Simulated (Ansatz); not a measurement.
Effect of biaxial strain +2.00 %, plane normal [001], relaxed out of plane on Ag

Base system: Ag in the fcc (Cu type) structure (space group Fm-3m, No. 225; a = 4.001 Å; relaxed with 0.1 eV smearing). Axes: x, y, z lie along the cube axes.

It is then changed as follows: tensile biaxial strain of 2.00 % in the plane normal to [001], as in epitaxy on a mismatched substrate; the out-of-plane cell vector and the atoms relax.

Level of theory: LDA (Ansatz, an electronic-structure program, PAW, no SOC). Settings: 28×28×28 k-points, 0.1 eV Fermi–Dirac smearing.

The volume per atom increases by 0.14 Å³ to 16.15 Å³ and the space group goes from Fm-3m (No. 225) to I4/mmm (No. 139). The shortest interatomic distance falls by 0.014 Å (2.829 Å → 2.815 Å) and the energy rises by 3.6 meV/atom. The pressure (mean of the normal stresses, compression positive) goes from zero to -1.1 GPa and the band gap is still zero. The out-of-plane strain is -3.03 % and the ratio −ε⊥/ε∥ comes out as 1.51. The mean in-plane stress (compression positive) is -1.6 GPa.

Stability against distortions was not tested.
